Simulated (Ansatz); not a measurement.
Structures of equal composition on the (110) surface of germanium: B on one of 2 atoms of the third shell, Cl on every dangling bond; B on one of 2 atoms under the surface, Cl on every dangling bond. The slabs share one bottom face, and each structure is named by its start. These are constructed structures in small cells; real faces may alloy, dewet or reconstruct in larger ones, and not all known structures of the face are among them. Slabs of about 16 Å with all that they carry, Fermi-Dirac smearing of 0.025 eV. Bottom of the slabs: built like the top, H on every dangling bond, free. Relaxed from the named starts with such symmetry as they have, on meshes of like density; energies extrapolated to zero smearing; no spin-orbit coupling, no U. Spin-polarised runs, if any, are marked in brackets, and their order is one that fits the cell; the others ran without spin. Where a second, spin-polarised start was run, the lower counts.

These are PBE (plane waves to 420 eV, PAW; Ansatz, a first-principles code) values and carry that method's errors.

Question: Rank these by energy per 1x1 cell (lowest first), as PBE gives it.

Answer: B on one of 2 atoms under the surface, Cl on every dangling bond (0.000 eV (like top atoms buckled by 0.5 Å) [spin start, no net moment], no gap over 0.04 eV on the mesh), B on one of 2 atoms of the third shell, Cl on every dangling bond (0.211 eV (like top atoms buckled by 0.6 Å) [spin start, no net moment], no gap over 0.04 eV on the mesh)
